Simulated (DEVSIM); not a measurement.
Device: Si p+/n-/n+ power diode, at 400 K.

| layer (left to right) | material | thickness (μm) | Nd (cm⁻³) | Na (cm⁻³) | τn (s) | τp (s) |
|---|---|---|---|---|---|---|
| 1 | Si | 0.910 | - | 7.4e18 | 9.2e-5 | 9.2e-5 |
| 2 | Si | 15.0 | 1.8e16 | - | 9.2e-5 | 9.2e-5 |
| 3 | Si | 5.90 | 1.8e18 | - | 9.2e-5 | 9.2e-5 |

Left contact: ohmic. Right contact: ohmic. Voltage is applied to the left contact. Recombination: SRH at mid-gap, Auger. Mobility is constant in doping. Where it depends on doping, it is μmin + (μ − μmin)/(1 + (N/Nref)^α).

The device is made up for the run: typed textbook-type constants, with dimensions and the other settings drawn at random. Values at 300 K; Nc and Nv go as T^1.5, mobilities as T to minus their exponent, the gap by Varshni's rule with the affinity fixed. The table also holds parameters that only a changed run uses.

| parameter | Si |
|---|---|
| gap (eV) | 1.124 |
| affinity (eV) | 4.05 |
| permittivity | 11.7 |
| Nc (cm⁻³) | 2.86e19 |
| Nv (cm⁻³) | 3.1e19 |
| μn (cm²/Vs) | 1417 |
| μp (cm²/Vs) | 470 |
| μn,min | 52 |
| μp,min | 45 |
| Nref,n | 9.7e16 |
| Nref,p | 2.2e17 |
| αn | 0.68 |
| αp | 0.72 |
| T exponent of μn | 2.3 |
| T exponent of μp | 2.2 |
| Cn (cm⁶/s) | 2.8e-31 |
| Cp (cm⁶/s) | 9.9e-32 |
| Varshni α (eV/K) | 0.000473 |
| Varshni β (K) | 636 |

DEVSIM, 1D drift-diffusion, Boltzmann statistics, complete ionisation; no tunnelling, impact ionisation, image-force lowering or self-heating.

Base results: dark forward voltage at 100 A/cm² (V) 0.693; dark forward voltage at 1 A/cm² (V) 0.526.

Q: What follows from this one change: thickness of layer 3 5.9 → 30 μm?

A: dark forward voltage at 100 A/cm² 0.693 → 0.699 V; dark forward voltage at 1 A/cm² 0.526 → 0.531 V.

Q: What follows from this one change: thickness of layer 1 0.91 → 0.32 μm?

A: dark forward voltage at 100 A/cm² 0.693 → 0.666 V; dark forward voltage at 1 A/cm² 0.526 → 0.495 V.

Q: What follows from this one change: thickness of layer 2 15 → 5.2 μm?

A: dark forward voltage at 100 A/cm² 0.693 → 0.688 V; dark forward voltage at 1 A/cm² little changed (0.526 V).

Q: What follows from this one change: doping-dependent mobility in place of the constant one?

A: dark forward voltage at 100 A/cm² 0.693 → 0.753 V; dark forward voltage at 1 A/cm² 0.526 → 0.589 V.
